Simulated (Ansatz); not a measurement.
**NaCl in the rock salt structure (space group Fm-3m, No. 225)**

Space group Fm-3m (No. 225); a = 5.6958 Å, b = 5.6958 Å, c = 5.6958 Å, α = 90.00°, β = 90.00°, γ = 90.00°

| atom | site | symmetry | x | y | z |
|---|---|---|---|---|---|
| Na | 4a | m-3m | 0.0000 | 0.0000 | 0.0000 |
| Cl | 4b | m-3m | 0.5000 | 0.5000 | 0.5000 |
(The calculation used a cell of 2 atoms; values per cell refer to that cell.)

Level of theory: PBE, PAW, 420 eV (Ansatz, a program for electronic structure; no SOC). Settings: 10×10×10 k-points, 0.05 eV Fermi–Dirac smearing.

```json
{
 "volume_per_atom": "23.10 Å³",
 "density": "2.10 g/cm³",
 "band_gap": "5.00 eV, direct at Γ",
 "electron_mass": "0.40 mₑ",
 "Hole mass (degenerate bands, along [100])": "0.65, 2.9, 2.9 mₑ",
 "Lowest conduction-band minima above the VBM": "Γ 5.00 eV",
 "total_energy": "-1284.778 eV/atom (σ→0; compares only within this code and set-up)"
}
```

Masses are band curvatures over ±0.01 Å⁻¹ around the edge. Whether these cells are dynamically stable was not tested.
